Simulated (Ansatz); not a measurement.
# Band gap of GaP (R-3m, No. 166; start mp-1018275; another space group than a measured phase of this formula) at several levels of theory

No measured value is used here.

**Question.** Put these levels in order of the band gap that they give for GaP (R-3m, No. 166; start mp-1018275; another space group than a measured phase of this formula), smallest first: HSE06+SOC (Ansatz, a first-principles code), LDA (Ansatz), PBE0 (Ansatz), r²SCAN+SOC (Ansatz).

**Answer.** LDA (0.65 eV), r²SCAN+SOC (0.98 eV), HSE06+SOC (1.36 eV), PBE0 (2.04 eV)

Unless a cell is named, each level is at its own relaxed cell (LDA 19.64 Å³/atom).

Computed values are for a static lattice. Levels without +SOC have no spin–orbit coupling; where heavier elements are present it shifts gaps, mostly down, and can invert bands.  LDA: the relaxation could not lower the start's symmetry, so the cell can be a saddle point above a distorted one. Values are at the PBEsol cell; LDA at the level's own equilibrium cell. Cutoffs and k meshes differ between the levels. Ansatz's density-functional and Hartree–Fock values are scalar-relativistic unless marked +SOC, with PAW data made under PBE.

A start named mp-… is a Materials Project structure, which can be a computed phase never made.
